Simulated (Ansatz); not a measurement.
The starting structures come from a database of crystals and need not be the phases stable at ambient conditions.

By PBEsol, the system below comes out a metal.

Without scattering a metal conducts by its projected Fermi surface.

Given:

```xyz
2
Lattice="2.7607 0.0000 0.0000 0.0000 4.7921 0.0000 1.3803 0.0000 2.4625" Properties=species:S:1:pos:R:3 pbc="T T T"
Pt     2.7607     1.1980     1.6417
Pt     1.3803     3.5941     0.8208
```

Space group of this cell: Cmcm. The cell is strained (lengths along the current scaled by 1.03, ions clamped); by PBEsol its mean pressure is -16.9 GPa.

The current flows along the normal of the first two printed cell vectors. No spin-orbit coupling; the value is a mean over 0.1 eV about the Fermi level.

Q: Give the ballistic conductance per area that PBEsol run with Ansatz (a program for electronic structure) yields.

A: 1.7 × 10¹⁵ S/m² for both spins.
